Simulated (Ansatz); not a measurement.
Data:

```yaml
crystal:
  lattice:
    - [2.50330, 0.00000, 0.00000]
    - [-1.25165, 2.16792, 0.00000]
    - [0.00000, 0.00000, 4.16897]
  atoms:
    - { symbol: C, position: [0.33333, 0.66667, 0.06281] }
    - { symbol: C, position: [0.66667, 0.33333, 0.93719] }
    - { symbol: C, position: [0.66667, 0.33333, 0.56281] }
    - { symbol: C, position: [0.33333, 0.66667, 0.43719] }
```

The cell is taken as given.

Transport runs along the normal of the first two printed cell vectors, the (001) plane of the conventional cell.

No gap correction and no spin-orbit coupling; mid-gap is the computed energy nearest the middle.

Task: Estimate the band gap and the smallest decay constant κ at mid-gap that r2SCAN run with Ansatz (a first-principles code) returns for this system.

Result: Gap 3.58 eV on a 18×18×8 mesh; κ = 0.258 1/Å, at the zone centre.
